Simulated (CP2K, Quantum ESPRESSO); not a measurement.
A CP2K input for a self-consistent single point of Sc (P6_3/mmc, 4 atoms in the cell) (DFT PBE, GPW, DZVP-MOLOPT-SR-GTH basis, GTH-PBE potentials (GTH_POTENTIALS)):

```
&GLOBAL
  PROJECT calc
  RUN_TYPE ENERGY_FORCE
  PRINT_LEVEL LOW
&END GLOBAL
&FORCE_EVAL
  METHOD Quickstep
  STRESS_TENSOR ANALYTICAL
  &DFT
    BASIS_SET_FILE_NAME BASIS_MOLOPT
    POTENTIAL_FILE_NAME GTH_POTENTIALS
    &QS
      METHOD GPW
      EPS_DEFAULT 1E-10
    &END QS
    &MGRID
      CUTOFF 600
      REL_CUTOFF 60
      NGRIDS 5
    &END MGRID
    &SCF
      SCF_GUESS ATOMIC
      EPS_SCF 1E-6
      MAX_SCF 100
      ADDED_MOS 8
      &DIAGONALIZATION
        ALGORITHM STANDARD
      &END DIAGONALIZATION
      &MIXING
        METHOD BROYDEN_MIXING
        ALPHA 0.2
        NBUFFER 8
      &END MIXING
      &SMEAR ON
        METHOD FERMI_DIRAC
        ELECTRONIC_TEMPERATURE [K] 580.23
      &END SMEAR
    &END SCF
    &KPOINTS
      SCHEME MONKHORST-PACK 8 8 3
      GAMMA_CENTERED T
    &END KPOINTS
    &XC
      &XC_FUNCTIONAL PBE
      &END XC_FUNCTIONAL
    &END XC
    &PRINT
      &MO
        EIGENVALUES T
        OCCUPATION_NUMBERS T
        NDIGITS 8
        FILENAME mo
        &EACH
          QS_SCF 0
        &END EACH
        ADD_LAST NUMERIC
      &END MO
      &MULLIKEN OFF
      &END MULLIKEN
    &END PRINT
  &END DFT
  &SUBSYS
    &CELL
      A 3.15462500 0.00000000 0.00000000
      B -1.57731200 2.73198400 0.00000000
      C 0.00000000 0.00000000 10.15002400
      PERIODIC XYZ
    &END CELL
    &COORD
      Sc       0.00000000     0.00000000     0.00000000
      Sc       0.00000000     0.00000000     5.07501200
      Sc      -0.00000124     1.82132358     2.53750600
      Sc       1.57731424     0.91066042     7.61251800
    &END COORD
    &KIND Sc
      BASIS_SET DZVP-MOLOPT-SR-GTH-q11
      POTENTIAL GTH-PBE-q11
    &END KIND
  &END SUBSYS
  &PRINT
    &FORCES ON
    &END FORCES
    &STRESS_TENSOR ON
    &END STRESS_TENSOR
  &END PRINT
&END FORCE_EVAL
```

Problem. Translate this input to Quantum ESPRESSO.

Solution. This is the input that was run; spellings and numerical settings could be chosen otherwise.

```fortran
&CONTROL
   calculation = 'scf'
   prefix = 'pwscf'
   outdir = './out'
   pseudo_dir = './'
   tprnfor = .true.
   tstress = .true.
/
&SYSTEM
   ibrav = 0
   nat = 4
   ntyp = 1
   ecutwfc = 60
   occupations = 'smearing'
   smearing = 'fd'
   degauss = 0.0036749
/
&ELECTRONS
   conv_thr = 1.0d-10
/
ATOMIC_SPECIES
Sc    44.9559  Sc_ONCV_PBE-1.0.oncvpsp.upf
ATOMIC_POSITIONS {crystal}
Sc    0.0000000000    0.0000000000    0.0000000000
Sc    0.0000000000    0.0000000000    0.5000000000
Sc    0.3333333333    0.6666666667    0.2500000000
Sc    0.6666666667    0.3333333333    0.7500000000
K_POINTS {automatic}
8 8 3  0 0 0
CELL_PARAMETERS {angstrom}
   3.1546241978     0.0000000000     0.0000000000
  -1.5773120989     2.7319846947     0.0000000000
   0.0000000000     0.0000000000    10.1500240000
```

Basis, cutoffs, solver keys and any potentials are the target program's own. This input uses DFT, PBE, plane waves, SSSP 1.1.2 efficiency (PBE) pseudopotentials. Both were run: pressure 7.78 GPa in CP2K and 7.57 in Quantum ESPRESSO.

On CP2K: the starting cell was generated: these elements placed on a structure prototype, without a prior relaxation; it need not be a known phase or ordering of this composition. Its lattice was rescaled by a random factor within 2.5 % of one. For this run, on top of that: lattice scaled by 0.98. Values carry the incompleteness of an atom-centred basis. With a pressure of about 8 GPa the cell is away from its equilibrium volume at this level.

On Quantum ESPRESSO: the starting cell was generated: these elements placed on a structure prototype, without a prior relaxation; it need not be a known phase or ordering of this composition. Its lattice was rescaled by a random factor within 2.5 % of one. For this run, on top of that: lattice scaled by 0.98. With a pressure of about 8 GPa the cell is away from its equilibrium volume at this level.
